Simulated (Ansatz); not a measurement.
Worked example: self-consistent single point of RbBr (Fm-3m, 2 atoms in the cell) in Ansatz (a program for electronic structure)

Computed with LDA (PW92), default PAW files made with PBE (plane waves; Ansatz).

This input was run:

Ansatz 0.2 input:
```yaml
# RbBr
crystal:
  lattice:
    - [0.000000, 3.455335, 3.455335]
    - [3.455335, 0.000000, 3.455335]
    - [3.455335, 3.455335, 0.000000]
  atoms:
    - { symbol: Rb, position: [0.000000, 0.000000, 0.000000] }
    - { symbol: Br, position: [0.500000, 0.500000, 0.500000] }
basis:
  ecutwfc: 420.0
kpoints:
  mp_grid: { grid: [6, 6, 6] }
hamiltonian:
  xc: lda
  pseudopotentials: { kind: paw }
scf:
  occupations: { method: fermi_dirac, width: 0.02 }
output:
  forces: true
  eigenvalues: true
  stress: true
```

The program printed (abridged):

```
WARN ansatz: RAYON_NUM_THREADS=1 ignored (pool sized by the plan → 1); use --threads N
Pseudopotentials: kind: paw
Pseudopotential: Rb, paw, valence charge 9
Pseudopotential: Br, paw, valence charge 7
Crystal: 2 atoms, lattice volume = 82.509 Å³
Basis set: ecut = 420 eV, 1639 PW (Γ)
Bands: 12, of which v1, the nominal top of the filled ones, is band 8 counted from 1 (7 counted from 0)
Symmetry: 48 space group operations
Space group: Fm-3m (ITA 225), of the structure as read, at distance tolerance 4.4e-5 Å
k-points: 16 of 216
PAW frozen core: Rb, regenerated for the run's functional, and the local potential with it
PAW frozen core: Br, regenerated for the run's functional, and the local potential with it
Initial density: superposition of atomic densities (neutral atoms: chi_scale 0, normalization atom), corrected by the library's trained network
Initial wavefunctions: pseudopotential atomic-orbital guess
Eigensolver: davidson
Functional: x = slater, c = lda
SCF iter   1: F=—  HF=-5868.084985 eV  |F-HF|=—  |Δ(HF+E_count)|=         —  Δρ=3.94e-3  dr2=9.19e-3  ethr=1.77e-3  ⟨swp⟩=7.9  Hψ=1367  notcnv=0
all-band conjugate gradients solve this SCF's bands
preconditioner: auto → none
SCF iter   2: F=—  HF=-5868.083245 eV  |F-HF|=—  |Δ(HF+E_count)|=   1.74e-3  Δρ=1.93e-3  dr2=1.57e-3  ethr=5.74e-5  ⟨swp⟩=2.8  Hψ=420  notcnv=0
SCF iter   3: F=—  HF=-5868.083002 eV  |F-HF|=—  |Δ(HF+E_count)|=   2.43e-4  Δρ=3.80e-4  dr2=1.93e-4  ethr=9.79e-6  ⟨swp⟩=2.2  Hψ=307  notcnv=0
SCF iter   4: F=—  HF=-5868.082948 eV  |F-HF|=—  |Δ(HF+E_count)|=   5.41e-5  Δρ=3.47e-5  dr2=5.56e-7  ethr=1.21e-6  ⟨swp⟩=2.0  Hψ=239  notcnv=0
SCF iter   5: F=—  HF=-5868.082952 eV  |F-HF|=—  |Δ(HF+E_count)|=   3.94e-6  Δρ=1.11e-5  dr2=2.55e-8  ethr=3.48e-9  ⟨swp⟩=2.0  Hψ=320  notcnv=0
SCF iter   6: F=-5868.082952 eV  HF=-5868.082952 eV  |F-HF|=4.63e-10  |Δ(HF+E_count)|=   3.70e-9  Δρ=1.02e-6  dr2=6.39e-10  ethr=1.59e-10  ⟨swp⟩=2.9  Hψ=789  notcnv=0
SCF 1 converged in 6 iterations: F = -5868.082952 eV  dr2 = 6.39e-10
SCF converged after 6 iterations
Free energy (F): -5868.082952 eV
Harris-Foulkes:  -5868.082952 eV  (|F-HF|=4.63e-10)
Internal energy: -5868.082952 eV  (E = F + TS)
E sigma→0 (E₀):  -5868.082952 eV
Fermi energy:    2.723280 eV
--- Per-component energies (eV) ---
  E_band       = -114.462473
  E_kinetic    = 327.107895
  E_local      = -814.547399  (includes V_loc(G=0)·N_el)
  E_nonlocal   = 248.989049
  E_hartree    = 208.893991
  E_xc         = -390.752576
  E_vxc        = -241.832143  (∫ρ·V_xc dr)
  E_paw        = -4684.229295  (= ΣΔE_a)
  E_vpaw       = -51.967324  (= ΣTr[D̂ρ^β])
  E_aug_tail   = -0.000002  (compensation charges beyond the density's cutoff)
  E_ewald      = -764.022386
  E_core_change = 0.477770  (= ΣΔE_core)
  E_smearing   = -0.000000  (= −TS)
  E_closure    = 0.000000  (closes the sum)
  Σ components = -5868.082952   (vs F -5868.082952, Δ=0.00e0)
--- Forces (eV/Å), atoms counted from 1 ---
  atom   1  Rb     0.00000000    -0.00000000     0.00000000
  atom   2  Br     0.00000000    -0.00000000     0.00000000
  max |Σ_I F_I| component: 8.17e-30 eV/Å
--- Stress (GPa, compression-positive) ---
       -1.498373      -0.000000      -0.000000
       -0.000000      -1.498373       0.000000
       -0.000000       0.000000      -1.498373
  P = ⅓ Tr σ = -1.4984 GPa (-14.984 kbar)
  The stress holds the Pulay correction. Without it, at fixed plane waves, as pw.x and ABINIT print it: P = -1.5100 GPa
--- Band table (eV; the first three rows and the last of 16) ---
  k-point 0: bands = ["-23.6367", "-11.4653", "-7.7061", "-7.7061", "-7.7061", "0.7638", "0.7638", "0.7638", "4.6555", "7.7987", "7.7987", "7.7987"]
  k-point 1: bands = ["-23.6345", "-11.4741", "-7.7082", "-7.7082", "-7.6978", "0.4454", "0.6705", "0.6705", "5.3042", "7.6330", "8.1215", "8.1215"]
  k-point 2: bands = ["-23.6302", "-11.4914", "-7.7124", "-7.7124", "-7.6814", "-0.0453", "0.4962", "0.4962", "6.5659", "7.7269", "9.0187", "9.0187"]
  k-point 15: bands = ["-23.6255", "-11.4319", "-7.8579", "-7.8037", "-7.7141", "0.3303", "0.3473", "0.4904", "6.7815", "8.2090", "8.3793", "9.3708"]
```

The run converged in 6 iterations.

The starting cell has typed, rounded lattice constants, without a prior relaxation at this level. Its lattice was rescaled by up to half a per cent. Ansatz's pressure includes its estimate of the finite-basis (Pulay) stress.
